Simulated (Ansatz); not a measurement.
This concerns the energy of the reaction as written. Reaction: 2 cell B → cell A. Negative: the products are lower in energy.

Cell A: a slab of PtSe2 (CdI2 type, P-3m1) cut along (0001), 6 atoms, hexagonal cell of 3.77 Å (12.3 Å²), symmetry P-3m1 within 0.02 Å, 7.5 Å thick under 16 Å of vacuum, in-plane vectors held at the crystal's; planes from bottom to top: (Se | Pt | Se) × 2, in two layers with no bond between them; all atoms within 0.5 Å of the crystal's sites, in a cell too small to show a reconstruction; spin state with PBE: run without spin, k-point mesh 9×9×1.
```xyz
6
Lattice="3.7712 0.0000 0.0000 -1.8856 3.2660 0.0000 0.0000 0.0000 22.9994" Properties=species:S:1:pos:R:3 pbc="T T T"
Pt     0.0000     0.0000     9.0621
Se     1.8856     1.0887     7.7626
Se     0.0000     2.1773    10.3320
Pt     0.0000     0.0000    13.9373
Se     1.8856     1.0887    12.6674
Se     0.0000     2.1773    15.2368
```

Cell B: a layer of PtSe2 (CdI2 type, P-3m1), 3 atoms, hexagonal cell of 3.77 Å (12.3 Å²), symmetry P-3m1 within 0.02 Å, 2.6 Å thick under 16 Å of vacuum, in-plane vectors held at the crystal's; planes from bottom to top: Se | Pt | Se; all atoms within 0.5 Å of the crystal's sites, in a cell too small to show a reconstruction; spin state with PBE: run without spin, k-point mesh 9×9×1.
```
PtSe2
1.0
    3.77122     0.00000     0.00000
   -1.88561     3.26598     0.00000
    0.00000     0.00000    18.17483
Pt Se
1 2
Direct
  0.00000   0.00000   0.50000
  0.66667   0.33333   0.42907
  0.33333   0.66667   0.57093
```

Computed with Ansatz (plane waves, PAW), its PAW set soft_1, cutoff 420 eV, 500 eV for r2SCAN. The structures are at rest with PBE+D3(BJ), within the held lattices; other levels are single points on them. HSE06 runs on coarser k-point meshes, mended by the PBE difference between the two meshes. Neutral cells; Fermi-Dirac smearing of at most 0.05 eV in the solids, energies taken to zero width. The lattices are those relaxed with PBE+D3(BJ), so at other levels the solids can be strained, which adds to the spread. A dispersion term (D3(BJ), or D4 for r2SCAN) was computed beside these levels and is taken off wherever the name lacks it. Space groups of crystals are read within 0.01 Å. Nuclei at rest; no vibrational terms. The structures are the rest points that the relaxations reached, not proven lowest. Spin-orbit coupling is left out. Values are for these cell sizes.

Levels: PBE, PBE+D3(BJ), LDA, r2SCAN, r2SCAN+D4, HSE06.

### Question
Is the change downhill or uphill at each level?

### Answer
uphill: PBE (0.09), HSE06 (0.11); downhill: PBE+D3(BJ) (-0.46), LDA (-0.32), r2SCAN+D4 (-0.22); too close to call: r2SCAN (0.01) (values in eV; within 0.05 eV of zero counts as too close to call). The levels shown span 0.57 eV, from PBE+D3(BJ) (-0.46) to HSE06 (0.11). They disagree on the sign.

Ansatz is a program for electronic structure.
